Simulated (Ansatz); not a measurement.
Take Ru in the hcp (Mg type) structure (space group P6_3/mmc, No. 194; a = 2.7043 Å, c = 4.2629 Å; relaxed with 0.1 eV smearing) as the base. Axes: x lies along a and z along c of the hexagonal cell.

Calculations: r2SCAN (Ansatz, an electronic-structure program; PAW; 500 eV plane waves; no spin-orbit coupling).

Now apply this change: uniaxial strain ε_xx = −2.00 %, all other strain components held at zero; the atoms relax in the strained cell.

Question: Predict the stress tensor and what it implies for the stiffness.

Answer: Stress of the strained cell less that of the base (GPa, compression positive):
```
   13.3     0.0     0.0
    0.0     4.2     0.0
    0.0     0.0     3.9
```

Then −Δσ_ii/ε with ε = -0.0200 gives secant stiffness values (nonlinear terms included at this strain): C11 ≈ 664 GPa, C12 ≈ 209 GPa and C13 ≈ 196 GPa.

As a check, the harmonic strain energy −½ V₀ Δσ:ε is 11 meV/atom; the computed energy rise is 11 meV/atom.

Whether these cells are dynamically stable was not tested. The final runs are not spin-polarised.
